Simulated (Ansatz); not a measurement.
Consider WO3 (space group P6/mmm, No. 191; a = 7.390 Å, c = 3.800 Å).

Method: Kohn–Sham DFT with the PBEsol functional, run in Ansatz (a program for electronic structure) with PAW and 420 eV plane waves, no SOC.

For the base:

Width of the top valence band: 1.10 eV
Smallest direct gap: 1.37 eV
Band gap: 0.61 eV
Electron mass: 0.16 mₑ along c, 0.33 mₑ across (at Γ)
Lattice parameter a: 7.390 Å

One thing is altered: a hydrostatic pressure of 1.5 GPa.

Task: How does this affect the width of the top valence band?

Result: The width of the top valence band hardly moves (1.10 eV against 1.11 eV).

Task: Estimate the effect on the smallest direct gap.

Result: The smallest direct gap grows by 0.016 eV to 1.38 eV.

Task: How does this affect the band gap?

Result: The band gap is nearly the same (0.61 eV against 0.62 eV).

Task: What does the calculation give for the electron mass after the change?

Result: The electron mass remains 0.16 mₑ along c, 0.33 mₑ across (at Γ).

Task: Predict the new lattice parameter a.

Result: The lattice parameter a shrinks by 0.022 Å (7.390 Å → 7.368 Å).

With W present, leaving out spin-orbit coupling can change the band edges. Load acts through the strain it causes; cell and atoms are relaxed under it. Masses are band curvatures over ±0.01 Å⁻¹ around the edge. Whether these cells are dynamically stable was not tested.
